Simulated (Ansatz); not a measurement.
**H2O on the 1x1 (110) surface of rutile TiO2 (cut with top plane O), one in a 2x1 cell, started at the site 'over O at depth 1.2 Å'**

Host crystal: rutile TiO2, with a band gap (PBE, scalar-relativistic without spin-orbit coupling).

Level of theory: PBE (plane waves to 420 eV, PAW; Ansatz, a program for electronic structure).

Model: 51-atom slab, 12.7 Å thick at the start under the adsorbate, 4x3x1 mesh, Fermi-Dirac 0.01 eV, dipole correction, 24 atoms held, the rest relaxed; no symmetry held; no spin, no spin-orbit, no U, no dispersion correction. At the end it is bonded to Ti. In PBE it is, or lies within 0.03 eV of, the lowest of the starts that converged.

```
Property                                                                                                                                         Result
--------------------------------------------------------------------------------------  ---------------------------------------------------------------
adsorption energy against H2O(g)                                                                                                               -0.60 eV
change of the step from the bottom to the top vacuum level, against the clean slab                                                             -1.01 eV
energy released by relaxation                                                                                                                   1.89 eV
height of the binding atom over the mean of the host atoms within 0.3 Å of the top one                                                          0.817 Å
nearest host atoms of the binding atom                                                                           Ti at 2.32 Å, O at 2.69 Å, O at 2.79 Å
largest move of a host atom                                                                                                                      0.13 Å
note                                                                                    in the relaxation the adsorbate left its starting site by 1.6 Å
```

A negative adsorption energy means that the adsorbate is more stable on the surface than in its reference.
